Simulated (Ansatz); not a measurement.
Ansatz (an electronic-structure program) run on Cl (Cm, 4 atoms in the cell): self-consistent single point.

Level of theory: PBEsol, default PAW files made with PBE (plane waves; Ansatz).

The change in words: lattice scaled by 0.98; basis.ecutwfc: 420 eV → 840 eV. Reference geometry:
```yaml
crystal:
  lattice:
    - [2.24672, -3.12936, 0.00000]
    - [2.24672, 3.12936, 0.00000]
    - [0.00000, 0.00000, 8.28478]
  atoms:
    - { symbol: Cl, position: [0.87700, 0.87700, 0.90304] }
    - { symbol: Cl, position: [0.62300, 0.62300, 0.39700] }
    - { symbol: Cl, position: [0.37700, 0.37700, 0.60300] }
    - { symbol: Cl, position: [0.12300, 0.12300, 0.10300] }
```

Reference input (self-consistent single point, DFT, PBEsol, plane waves, default PAW files made with PBE): basis.ecutwfc = 420 eV; kpoints.mp_grid.grid = 7 7 3; hamiltonian.xc = pbesol; hamiltonian.pseudopotentials = {kind: paw} (the program's default PAW files); scf.occupations.method = fermi_dirac; scf.occupations.width = 0.01 eV. This run's input differs from it in these lines:

Ansatz 0.2 input:
```diff
@@ -2,5 +2,5 @@
   lattice:
-    - [2.24672000, -3.12936000, 0.00000000]
-    - [2.24672000, 3.12936000, 0.00000000]
-    - [0.00000000, 0.00000000, 8.28478000]
+    - [2.20178600, -3.06677300, 0.00000000]
+    - [2.20178600, 3.06677300, 0.00000000]
+    - [0.00000000, 0.00000000, 8.11908400]
   atoms:
@@ -11,3 +11,3 @@
 basis:
-  ecutwfc: 420.0
+  ecutwfc: 840.0
 kpoints:
```

The program printed (abridged):

```
SCF iter   1: F=—  HF=-4243.134787 eV  |F-HF|=—  |Δ(HF+E_count)|=         —  Δρ=3.71e-3  dr2=1.45e-2  ethr=1.77e-3  ⟨swp⟩=6.6  Hψ=4616  notcnv=0
all-band conjugate gradients solve this SCF's bands
preconditioner: auto → Resta (q_TF=auto, 2.173 Å⁻¹)
SCF iter   2: F=—  HF=-4243.132400 eV  |F-HF|=—  |Δ(HF+E_count)|=   2.39e-3  Δρ=1.80e-3  dr2=3.20e-3  ethr=5.16e-5  ⟨swp⟩=2.2  Hψ=1549  notcnv=0
SCF iter   3: F=—  HF=-4243.132421 eV  |F-HF|=—  |Δ(HF+E_count)|=   2.12e-5  Δρ=3.00e-4  dr2=1.02e-4  ethr=1.14e-5  ⟨swp⟩=3.0  Hψ=1573  notcnv=0
SCF iter   4: F=—  HF=-4243.132494 eV  |F-HF|=—  |Δ(HF+E_count)|=   7.27e-5  Δρ=9.22e-5  dr2=9.90e-6  ethr=3.63e-7  ⟨swp⟩=2.2  Hψ=1341  notcnv=0
SCF iter   5: F=—  HF=-4243.132533 eV  |F-HF|=—  |Δ(HF+E_count)|=   3.85e-5  Δρ=3.33e-5  dr2=1.82e-6  ethr=3.54e-8  ⟨swp⟩=2.0  Hψ=1232  notcnv=0
SCF iter   6: F=—  HF=-4243.132534 eV  |F-HF|=—  |Δ(HF+E_count)|=   8.99e-7  Δρ=9.93e-6  dr2=1.18e-7  ethr=6.50e-9  ⟨swp⟩=2.3  Hψ=1231  notcnv=0
SCF iter   7: F=-4243.132534 eV  HF=-4243.132534 eV  |F-HF|=2.09e-8  |Δ(HF+E_count)|=   1.91e-7  Δρ=2.40e-6  dr2=5.83e-9  ethr=3.57e-10  ⟨swp⟩=5.1  Hψ=3405  notcnv=0
SCF 1 converged in 7 iterations: F = -4243.132534 eV  dr2 = 5.83e-9
Free energy (F): -4243.132534 eV
Internal energy: -4243.132534 eV  (E = F + TS)
E sigma→0 (E₀):  -4243.132534 eV
Fermi energy:    2.265287 eV
--- Forces (eV/Å), atoms counted from 1 ---
  atom   1  Cl    -0.56762833     0.00000000    -1.00286313
  atom   2  Cl     0.13671280    -0.00000000    -0.27436918
  atom   3  Cl    -0.13572889     0.00000000     0.28588137
  atom   4  Cl     0.56664692    -0.00000000     0.99135204
--- Stress (GPa, compression-positive) ---
        0.680499       0.000000       1.138920
        0.000000       0.439193      -0.000000
        1.138920      -0.000000       2.094376
  P = ⅓ Tr σ = 1.0714 GPa (10.714 kbar)
  The stress holds the Pulay correction. Without it, at fixed plane waves, as pw.x and ABINIT print it: P = 1.0711 GPa
```

The run converged in 7 iterations. Against the reference run the free energy rises by 1.1 meV/atom, the pressure goes from -0.71 to 1.07 GPa, the largest force goes from 0.415 to 1.152 eV/Å and the gap on the mesh goes from 2.395 to 2.613 eV.

The starting cell has typed, rounded lattice constants, without a prior relaxation at this level. Its lattice was rescaled by up to half a per cent. One atom was moved a little off its site on purpose. For this run, on top of that: lattice scaled by 0.98. Forces in this geometry exceed 1 eV/Å. Ansatz's pressure includes its estimate of the finite-basis (Pulay) stress.
